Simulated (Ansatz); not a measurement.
Adsorption energy and surface dipole of O on the 1x1 (111) surface of fcc Ni, ferromagnetic, one in a 2x1 cell, started at the site 'top Ni', worked from the runs' numbers; total energies count from the potentials' own zero.

Level of theory: PBE (plane waves to 420 eV, PAW; Ansatz, a quantum-chemistry and plane-wave program).

Set-up: 9 atoms, 6.0 Å thick at the start under the adsorbate (thin: gaps and levels are the slab's own); mesh 7x14x1; 0.1 eV smearing; dipole correction on; 4 atoms held, the rest relaxed; symmetry of the start imposed; spin-polarised, no spin-orbit, no U, no dispersion correction. At the end it is bonded to 3 Ni. In PBE it is, or lies within 0.03 eV of, the lowest of the starts that converged.

| quantity | value |
|---|---|
| slab with the adsorbate | -47281.998 eV |
| clean slab, same cell and mesh | -46715.169 eV |
| reference, ½ O2(g) | -564.968 eV |
| area of the cell | 10.73 Å² |
| change of the step from the bottom to the top vacuum level | 1.173 eV |

Task: What is the adsorption energy against this reference?

Result: E(slab + adsorbate) − E(slab) − E(reference) = -1.86 eV, so in this state the adsorbate is more stable than in the reference, at a coverage of 9.32 a nm².

Task: What dipole does adsorption add to the slab along the outward normal (Helmholtz relation, ε₀ = 0.005526 e/(V·Å))?

Result: p = −ε₀·A·ΔV = -0.070 e·Å = -0.33 D; its negative end points to the vacuum, which raises the vacuum level.
